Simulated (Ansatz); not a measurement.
An Ansatz (a quantum-chemistry and plane-wave program) run: AlN with a change (tensor shear ε_xy = +1.43 %); r2SCAN, PAW, 500 eV (Ansatz; without spin-orbit coupling).

Input:

Ansatz 0.2 input:
```yaml
crystal:
  lattice:
    - [0.0312437397, 2.1848769008, 2.1848769008]
    - [2.1848769008, 0.0312437397, 2.1848769008]
    - [2.2161206405, 2.2161206405, 0]
  atoms:
    - { symbol: Al, position: [0, 0, 0] }
    - { symbol: N, position: [0.25, 0.25, 0.25] }
basis: { ecutwfc: 500, ecutrho_ratio: 4, xc_grid: 4, fft_grid_basis: typed }
kpoints: { mp_grid: { grid: [13, 13, 13] } }
hamiltonian:
  xc: r2scan
  dispersion: none
  pseudopotentials: { kind: paw }
scf: { occupations: { method: fermi_dirac, width: 0.05 }, convergence: { dr2_threshold: 0.0000000002 } }
relax: { f_tol: 0.005, max_steps: 50 }
output: { forces: true, stress: true }
checkpoint: { write: state.ck, write_every: 1000 }
```

Output (explanatory and most iteration lines left out):

```
Relaxation: its limit of steps is 50 (relax.max_steps)
Pseudopotential: Al, paw, valence charge 3
Pseudopotential: N, paw, valence charge 5
Crystal: 2 atoms, lattice volume = 20.856 Å³
Basis set: ecut = 500 eV, 531 PW (Γ), exchange–correlation on 96×96×96 points (64 copies of the dense FFT grid, shifted against one another)
Bands: 8, of which v1, the nominal top of the filled ones, is band 4 counted from 1 (3 counted from 0)
Symmetry: 4 space group operations
Space group: Imm2 (ITA 44), of the structure as read, at distance tolerance 2.8e-5 Å
k-points: 343 of 2197 (time reversal used)
Functional: x = r2scan, c = r2scan; τ floored in thin density (d = 2e-4 eV/Å³)
SCF iter   1: F=—  HF=-928.354384 eV  |F-HF|=—  |Δ(HF+E_count)|=         —  Δρ=6.96e-3  dr2=1.09e-2  dr2_τ=1.56e-1  ethr=1.77e-3  ⟨swp⟩=4.7  Hψ=20296  notcnv=0
SCF iter   2: F=—  HF=-928.424930 eV  |F-HF|=—  |Δ(HF+E_count)|=   7.05e-2  Δρ=4.61e-3  dr2=1.93e-3  dr2_τ=2.06e-4  ethr=1.37e-4  ⟨swp⟩=2.1  Hψ=8277  notcnv=0
SCF 1 converged in 8 iterations: F = -928.424707 eV  dr2 = 6.92e-11
relax step   1: F+E_penalty+E_count = -928.42470681 eV  Δ(F+E_penalty+E_count) = +0.000e0 eV  max|allowed force component| = 2.464e-1 eV/Å  Δτ_max = 0.0000 Å  (8 SCF iters, accepted)
Crystal: 2 atoms, lattice volume = 20.856 Å³
SCF iter   1: F=—  HF=-928.425744 eV  |F-HF|=—  |Δ(HF+E_count)|=         —  Δρ=4.87e-4  dr2=5.11e-5  dr2_τ=1.52e-4  ethr=6.09e-7  ⟨swp⟩=1.1  Hψ=13839  notcnv=0
SCF iter   2: F=—  HF=-928.425727 eV  |F-HF|=—  |Δ(HF+E_count)|=   1.76e-5  Δρ=1.75e-4  dr2=5.58e-6  dr2_τ=2.17e-7  ethr=6.09e-7  ⟨swp⟩=2.0  Hψ=3780  notcnv=0
SCF 2 converged in 6 iterations: F = -928.425726 eV  dr2 = 2.33e-11
relax step   2: F+E_penalty+E_count = -928.42572608 eV  Δ(F+E_penalty+E_count) = -1.019e-3 eV  max|allowed force component| = 1.736e-1 eV/Å  Δτ_max = 0.0024 Å  (6 SCF iters, accepted)
Crystal: 2 atoms, lattice volume = 20.856 Å³
SCF iter   1: F=—  HF=-928.426836 eV  |F-HF|=—  |Δ(HF+E_count)|=         —  Δρ=1.16e-3  dr2=2.89e-4  dr2_τ=8.66e-4  ethr=3.64e-5  ⟨swp⟩=2.1  Hψ=10984  notcnv=0
SCF iter   2: F=—  HF=-928.426737 eV  |F-HF|=—  |Δ(HF+E_count)|=   9.92e-5  Δρ=4.20e-4  dr2=3.20e-5  dr2_τ=1.22e-6  ethr=3.62e-6  ⟨swp⟩=1.1  Hψ=5547  notcnv=0
SCF 3 converged in 6 iterations: F = -928.426732 eV  dr2 = 1.28e-10
relax step   3: F+E_penalty+E_count = -928.42673238 eV  Δ(F+E_penalty+E_count) = -1.006e-3 eV  max|allowed force component| = 1.828e-4 eV/Å  Δτ_max = 0.0058 Å  (6 SCF iters, accepted)
Crystal: 2 atoms, lattice volume = 20.856 Å³
SCF iter   1: F=—  HF=-928.426732 eV  |F-HF|=—  |Δ(HF+E_count)|=         —  Δρ=1.12e-6  dr2=1.28e-10  dr2_τ=1.38e-11  ethr=1.60e-12  ⟨swp⟩=1.1  Hψ=21739  notcnv=0
SCF iter   2: F=-928.426732 eV  HF=-928.426732 eV  |F-HF|=2.39e-11  |Δ(HF+E_count)|=  6.99e-11  Δρ=5.56e-7  dr2=2.41e-11  dr2_τ=3.27e-12  ethr=1.60e-12  ⟨swp⟩=3.6  Hψ=7142  notcnv=0
SCF 4 converged in 2 iterations: F = -928.426732 eV  dr2 = 2.41e-11
SCF converged after 2 iterations
Free energy (F): -928.426732 eV
Internal energy: -928.426732 eV  (E = F + TS)
E sigma→0 (E₀):  -928.426732 eV
Fermi energy:    8.778555 eV
--- Forces (eV/Å), atoms counted from 1 ---
  atom   1  Al     0.00000000    -0.00000000     0.00019162
  atom   2  N     -0.00000000     0.00000000    -0.00017879
--- Stress (GPa, compression-positive) ---
        0.123110      -5.626023      -0.000000
       -5.626023       0.123110      -0.000000
       -0.000000      -0.000000      -0.045252
  P = ⅓ Tr σ = 0.0670 GPa (0.670 kbar)
--- Relaxed structure (3 steps of the walk, 3 accepted, 0 SCFs on fresh bases) ---
  atoms:
    - { symbol: Al, position: [0.0018811322034798699, 0.0018811322034798699, -0.0018811322034798703] }
    - { symbol: N, position: [0.2481188677965201, 0.2481188677965201, 0.25188113220347985] }
```

The cells carry an imposed strain or load. No phonon test of stability was made. The cell was made from AlN in the zinc blende structure (space group F-43m, No. 216) by this change: tensor shear ε_xy = +1.43 %. This is not the structure that AlN has at room temperature and ambient pressure.
